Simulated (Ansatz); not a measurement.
System: fluorite PtAl₂. Method: r²SCAN in Ansatz (PAW).

The input as run:

Ansatz 0.2 input:
```yaml
crystal:
  lattice:
    - [0.0, 2.9120893795, 2.9120893795]
    - [2.9120893795, 0.0, 2.9120893795]
    - [2.9120893795, 2.9120893795, 0.0]
  atoms:
    - { symbol: Al, position: [0.25, 0.25, 0.25] }
    - { symbol: Al, position: [0.75, 0.75, 0.75] }
    - { symbol: Pt, position: [0.0, 0.0, 0.0] }
basis:
  ecutwfc: 560
  ecutrho_ratio: 4
  xc_grid: 3
kpoints:
  mp_grid: { grid: [16, 16, 16] }
hamiltonian:
  xc: r2scan
  dispersion: none
  pseudopotentials: { kind: paw }
scf:
  occupations: { method: fermi_dirac, width: 0.05 }
  convergence: { dr2_threshold: 0.0000000003 }
output:
  forces: true
  stress: true
  eigenvalues: true
```

From the output:

```
Crystal: 3 atoms, lattice volume = 49.391 Å³
Basis set: ecut = 560 eV, 1459 PW (Γ), exchange–correlation on 96×96×96 points (27 copies of the dense FFT grid, shifted against one another)
Bands: 16, of which v1, the nominal top of the filled ones, is band 12 counted from 1 (11 counted from 0)
Symmetry: 48 space group operations
Space group: Fm-3m (ITA 225), of the structure as read, at distance tolerance 3.7e-5 Å
k-points: 145 of 4096
Functional: x = r2scan, c = r2scan; τ floored in thin density (d = 2e-4 eV/Å³)
SCF iter   1: F=—  HF=-13620.442246 eV  |F-HF|=—  |Δ(HF+E_count)|=         —  Δρ=8.51e-3  dr2=5.32e-2  dr2_τ=4.65e-2
SCF iter   2: F=—  HF=-13620.473724 eV  |F-HF|=—  |Δ(HF+E_count)|=   3.15e-2  Δρ=3.08e-3  dr2=5.02e-3  dr2_τ=1.80e-3
  ...
SCF iter   8: F=—  HF=-13620.474266 eV  |F-HF|=—  |Δ(HF+E_count)|=   4.36e-9  Δρ=1.13e-6  dr2=5.22e-10  dr2_τ=8.12e-11
SCF iter   9: F=-13620.474266 eV  HF=-13620.474266 eV  |F-HF|=0.00e0  |Δ(HF+E_count)|=  1.26e-10  Δρ=2.35e-7  dr2=2.11e-11  dr2_τ=3.01e-12
SCF 1 converged in 9 iterations: F = -13620.474266 eV  dr2 = 2.11e-11
SCF converged after 9 iterations
Free energy (F): -13620.474266 eV
Internal energy: -13620.465519 eV  (E = F + TS)
E sigma→0 (E₀):  -13620.469892 eV
Fermi energy:    12.007734 eV
--- Forces (eV/Å), atoms counted from 1 ---
  atom   1  Al    -0.00000000    -0.00000000     0.00000000
  atom   2  Al     0.00000000    -0.00000000     0.00000000
  atom   3  Pt    -0.00000000     0.00000000    -0.00000000
--- Stress (GPa, compression-positive) ---
        6.324431       0.000000      -0.000000
        0.000000       6.324431      -0.000000
       -0.000000       0.000000       6.324431
  P = ⅓ Tr σ = 6.3244 GPa (63.244 kbar)
```

The cell is one volume of an energy–volume scan, off the minimum.

The PAW data were made under PBE.

Computing time: roughly 12 core-seconds.

Ansatz is a quantum-chemistry and plane-wave program.
